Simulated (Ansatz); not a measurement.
Base system: TiO$_{2}$ in the anatase structure (space group I4_1/amd, No. 141).

```cif
data_O4Ti2
_chemical_formula_sum 'Ti2 O4'
_space_group_name_H-M_alt 'P 1'
_space_group_IT_number 1
_cell_length_a 5.41673
_cell_length_b 5.41673
_cell_length_c 5.41673
_cell_angle_alpha 139.616
_cell_angle_beta 139.616
_cell_angle_gamma 58.437
loop_
_space_group_symop_operation_xyz
  'x, y, z'
loop_
_atom_site_label
_atom_site_type_symbol
_atom_site_fract_x
_atom_site_fract_y
_atom_site_fract_z
_atom_site_occupancy
Ti1 Ti 0.75000 0.25000 0.50000 1
Ti2 Ti 0.00000 0.00000 0.00000 1
O1 O 0.54202 0.04202 0.50000 1
O2 O 0.79202 0.79202 0.00000 1
O3 O 0.20798 0.20798 0.00000 1
O4 O 0.95798 0.45798 0.50000 1
```

Computed with LDA, PAW, 420 eV (Ansatz, a quantum-chemistry and plane-wave program; without spin-orbit coupling).

Strains are applied to the cell and any free atomic positions relax.

One change was made to it. Results:

| quantity | base | after |
|---|---|---|
| band gap | 2.08 eV | 2.07 eV |
| pressure (mean of the normal stresses, compression positive) | 0.00 GPa | -3.72 GPa |

Question: Name the change that was made.
A) isotropic strain +2.40 %
B) isotropic strain +1.80 %
C) isotropic strain +0.60 %
D) isotropic strain +3.00 %
E) isotropic strain +1.20 %

Answer: C, isotropic strain +0.60 %. For comparison, the pressure in the other runs: isotropic strain +2.40 % gives -13.11 GPa; isotropic strain +3.00 % gives -15.70 GPa; isotropic strain +1.20 % gives -7.14 GPa; isotropic strain +1.80 % gives -10.27 GPa.

Stability against distortions was not tested. All final runs are without spin polarisation.
